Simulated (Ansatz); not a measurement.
## A computed series for TiZnO3: pressure series

Start from TiZnO3 (space group R-3, No. 148; a cell from a computed database, its experimental status unchecked).

```yaml
crystal:
  lattice:
    - [2.53037, 1.46091, 4.60759]
    - [-2.53037, 1.46091, 4.60759]
    - [0.00000, -2.92182, 4.60759]
  atoms:
    - { symbol: Ti, position: [0.85401, 0.85401, 0.85401] }
    - { symbol: Ti, position: [0.14599, 0.14599, 0.14599] }
    - { symbol: Zn, position: [0.63934, 0.63934, 0.63934] }
    - { symbol: Zn, position: [0.36066, 0.36066, 0.36066] }
    - { symbol: O, position: [0.22552, 0.56246, 0.94950] }
    - { symbol: O, position: [0.77448, 0.43754, 0.05050] }
    - { symbol: O, position: [0.56246, 0.94950, 0.22552] }
    - { symbol: O, position: [0.43754, 0.05050, 0.77448] }
    - { symbol: O, position: [0.94950, 0.22552, 0.56246] }
    - { symbol: O, position: [0.05050, 0.77448, 0.43754] }
```

Cell and atoms are relaxed at each pressure.

Method: PBEsol (Ansatz, a quantum-chemistry and plane-wave program), no spin-orbit coupling.

Notes on the quantities. enthalpy: H = E + PV relative to the base's energy.

```
change                 enthalpy  c/a ratio  width of the top valence band  volume per atom
----------------  -------------  ---------  -----------------------------  ---------------
base                          –      2.731                        0.38 eV         10.22 Å³
pressure −2 GPa   -0.13 eV/atom      2.738                        0.38 eV         10.33 Å³
pressure −1 GPa   -0.06 eV/atom      2.735                        0.38 eV         10.28 Å³
pressure 0.3 GPa  +0.02 eV/atom      2.730                        0.38 eV         10.20 Å³
pressure 0.7 GPa  +0.04 eV/atom      2.729                        0.38 eV         10.18 Å³
pressure 1.5 GPa  +0.10 eV/atom      2.726                        0.38 eV         10.14 Å³
pressure 3 GPa    +0.19 eV/atom      2.721                        0.39 eV         10.06 Å³
pressure 5 GPa    +0.31 eV/atom      2.715                        0.39 eV          9.96 Å³
pressure 7.5 GPa  +0.47 eV/atom      2.706                        0.39 eV          9.85 Å³
pressure 10 GPa   +0.62 eV/atom      2.698                        0.39 eV          9.74 Å³
```

The levels and masses belong to the bands next to the band gap. Load acts through the strain it causes; cell and atoms are relaxed under it. No phonon test of stability was made. No other phases were tried under pressure. The final runs are not spin-polarised.
